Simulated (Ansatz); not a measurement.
The parent structure is WC (space group P-6m2, No. 187; a = 2.8991 Å, c = 2.8268 Å; relaxed with 0.1 eV smearing). Axes: x lies along a and z along c of the hexagonal cell.

Computed with Kohn–Sham DFT with the PBEsol functional, run in Ansatz (an electronic-structure program) with PAW and 420 eV plane waves, no SOC.

For the base:

The pressure is 0.0 GPa and the shortest interatomic distance is 2.191 Å.

The change: tensile biaxial strain of 1.50 % in the plane normal to [001], as in epitaxy on a mismatched substrate; the out-of-plane cell vector and the atoms relax.

Predict the new out-of-plane strain, pressure and shortest interatomic distance.

The out-of-plane strain comes out as -0.55 %; the pressure (mean of the normal stresses, compression positive) goes from zero to -8.5 GPa; the shortest interatomic distance goes up by 0.014 Å (2.191 Å → 2.205 Å).

Whether these cells are dynamically stable was not tested. The final runs are not spin-polarised.
